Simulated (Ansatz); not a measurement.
**Rock-salt InAs (model structure)**

Calculation: PBEsol in Ansatz (plane waves, PAW).

Run with plane-wave cutoff 500 eV, 12×12×12 k mesh, Fermi–Dirac smearing 0.05 eV, scalar-relativistic PAW data made under PBE.

Cell (relaxed at this level):

```
CELL_PARAMETERS angstrom
      0.00000     2.82649     2.82649
      2.82649     0.00000     2.82649
      2.82649     2.82649     0.00000
ATOMIC_POSITIONS crystal
  In 0.00000 0.00000 0.00000
  As 0.50000 0.50000 0.50000
```

For rock-salt InAs (model structure), the band gap is none.

Note: the relaxation could raise the start's symmetry but not lower it, so the cell can be a saddle point.

Spin–orbit coupling is not included.

Static lattice: no zero-point or thermal effects.

A model structure was made by putting elements into a prototype or built by hand; it is no filed structure, need not be a known phase, and can be a saddle point held by its symmetry.

Ansatz is a first-principles code.
